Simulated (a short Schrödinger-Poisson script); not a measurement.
Structure: MOS inversion layer, SiO2 on p-type Si(100), at 300 K.

From the gate side: 3.4 nm SiO2; 890 nm Si, acceptors 2.3e17 cm⁻³.

The device is made up for the run: typed textbook-type constants, with dimensions and the other settings drawn at random. SiO2: permittivity 3.9, conduction-band edge (eV) 3.15, gap (eV) 9, electron mass (mₑ) 0.5. Si: permittivity 11.7, conduction-band edge (eV) 0, gap (eV) 1.124, Nv at 300 K (cm⁻³) 3.1e19.

Channel valleys (confinement mass, in-plane density-of-states mass, number): Δ2 0.916, 0.19, 2; Δ4 0.19, 0.417, 4. At the gate the conduction-band edge of layer 1 lies 3.59 eV − eVg above the Fermi level of the channel; the field vanishes at the back. Gaps are held at their typed values at every temperature. Mesh 0.03 nm at interfaces.

Solved with a short Schrödinger-Poisson script written for these runs: 1D Poisson equation in equilibrium, electrons quantum, Hartree (BenDaniel-Duke, 12 states a valley, the channel's in-plane mass for all, wave functions free to enter the dielectric), parabolic valleys, classical holes, full ionisation, no traps, pinning or gate leakage.

```csv
Vg (V),electrons (cm⁻²),C (μF/cm²),Δ2 E0 (meV from the Fermi level),Δ4 E0 (meV from the Fermi level)
0.6,1.61e10,0.195,163.6,202.4
0.75,3.34e11,0.627,83.4,124.9
0.9,9.86e11,0.778,52.8,97.8
1.05,1.73e12,0.829,35.7,84.0
1.2,2.52e12,0.856,23.6,75.0
1.35,3.33e12,0.872,14.0,68.3
1.5,4.15e12,0.884,6.0,63.0
1.65,4.98e12,0.892,-1.0,58.6
1.8,5.82e12,0.899,-7.4,54.8
1.95,6.66e12,0.905,-13.1,51.4
2.1,7.51e12,0.909,-18.5,48.3
2.25,8.36e12,0.913,-23.6,45.4
2.4,9.22e12,0.917,-28.3,42.8
2.55,1.01e13,0.920,-32.9,40.3
2.7,1.09e13,0.922,-37.3,38.0
2.85,1.18e13,0.925,-41.5,35.8
```

Gate voltages with under 1e9 electrons/cm² are left out.

Question: At Vg = 2.85 V the lowest Δ2 subband lies at -41.5 meV from the Fermi level. How many electrons does it hold, and what share of all?

Answer: The two-dimensional density of states is g m/(πħ²) = 1.59e11 cm⁻² meV⁻¹ (both spins), kT = 25.9 meV, so n = D kT ln(1 + exp(−E/kT)) = 7.33e12 cm⁻², 0.62 of the 1.18e13 cm⁻² in all.

Question: Compare the slope of the sheet density between 2.55 and 2.85 V with the geometric capacitance of the layers between gate and channel.

Answer: q Δn/ΔV = 0.908 μF/cm²; ε0/Σ(t/ε) = 1.02 μF/cm². The ratio is 0.89: the channel acts as a further capacitance in series.
